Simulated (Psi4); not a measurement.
Psi4 1.11, PBE0/def2-tzvp, scf_type pk: Hf(NH)(OH)(Me) ([CH3][Hf](=[NH])[OH]), 9 atoms. The geometry is a generated start, not checked to be a minimum at this level.

```json
{
  "task": "energy",
  "method": "pbe0",
  "basis": "def2-tzvp",
  "memory": "7 GB",
  "e_convergence": "1e-08",
  "d_convergence": "1e-07",
  "guess": "auto, which took SAD (default)",
  "diis_max_vecs": "10 (default)",
  "scf_initial_accelerator": "adiis (default)",
  "dft_radial_points": "75 (default)",
  "dft_spherical_points": "302 (default)",
  "effective_core_potentials": "those of the basis set, past Kr",
  "basis_functions": "163",
  "grid_points": "195677"
}
```

```xyz
9

Hf     0.1742    -0.6681     0.0802
N     -0.4681    -1.9334    -1.1720
H     -0.3005    -2.9474    -1.0913
O      1.1784    -1.0491     1.6239
H      1.4818    -0.3932     2.2588
C     -0.4370     1.4570    -0.3728
H     -1.1006     1.8518     0.4071
H     -0.9644     1.5604    -1.3233
H      0.4362     2.1220    -0.4106
```

The reference run uses exact four-centre integrals (scf_type = pk). One run each, on a shared machine, so no times are given.

Settings tried, all else as in the reference:
- scf_type = cd, cholesky_tolerance = 1e-06
- scf_type = dfdirj+cosx, cosx_radial_points_final = 50, cosx_spherical_points_final = 194
- scf_type = cd, cholesky_tolerance = 0.0001 (default)
- scf_type = dfdirj+snlink
- scf_type = cd, cholesky_tolerance = 1e-05
- scf_type = dfdirj+cosx
- scf_type = dfdirj+cosx, cosx_radial_points_final = 25, cosx_spherical_points_final = 50
- scf_type = cd, cholesky_tolerance = 0.001
- scf_type = dfdirj+cosx, cosx_radial_points_final = 75, cosx_spherical_points_final = 302
- scf_type = dfdirj+link
- scf_type = mem_df

Question: Which of these stay within 1.0 meV/atom in energy of the reference run?

Answer: Within it: scf_type = cd, cholesky_tolerance = 1e-06; scf_type = cd, cholesky_tolerance = 1e-05; scf_type = mem_df; scf_type = dfdirj+cosx; scf_type = dfdirj+cosx, cosx_radial_points_final = 50, cosx_spherical_points_final = 194; scf_type = dfdirj+snlink; scf_type = dfdirj+cosx, cosx_radial_points_final = 75, cosx_spherical_points_final = 302; scf_type = dfdirj+link; scf_type = cd, cholesky_tolerance = 0.0001 (default); scf_type = dfdirj+cosx, cosx_radial_points_final = 25, cosx_spherical_points_final = 50. Outside: scf_type = cd, cholesky_tolerance = 0.001.

| setting | energy against the reference |
|---|---|
| scf_type = cd, cholesky_tolerance = 1e-06 | −0.0041 meV/atom |
| scf_type = cd, cholesky_tolerance = 1e-05 | −0.062 meV/atom |
| scf_type = mem_df | −0.13 meV/atom |
| scf_type = dfdirj+cosx | −0.19 meV/atom |
| scf_type = dfdirj+cosx, cosx_radial_points_final = 50, cosx_spherical_points_final = 194 | −0.21 meV/atom |
| scf_type = dfdirj+snlink | −0.22 meV/atom |
| scf_type = dfdirj+cosx, cosx_radial_points_final = 75, cosx_spherical_points_final = 302 | −0.22 meV/atom |
| scf_type = dfdirj+link | −0.22 meV/atom |
| scf_type = cd, cholesky_tolerance = 0.0001 (default) | −0.29 meV/atom |
| scf_type = dfdirj+cosx, cosx_radial_points_final = 25, cosx_spherical_points_final = 50 | −0.47 meV/atom |
| scf_type = cd, cholesky_tolerance = 0.001 | −1.7 meV/atom |

Total energies are compared; such shifts often cancel in part in energy differences. The DFDIRJ builders fit J, which adds its shift to that of exchange. Psi4 runs the final COSX grid once, on the density of the start grid. No test of the SCF solution's stability was run. Also tried and not ranked: scf_type = direct (same energy as a listed run); scf_type = cd, cholesky_tolerance = 0.01 (possibly another state). The tolerance is a choice made for this comparison.
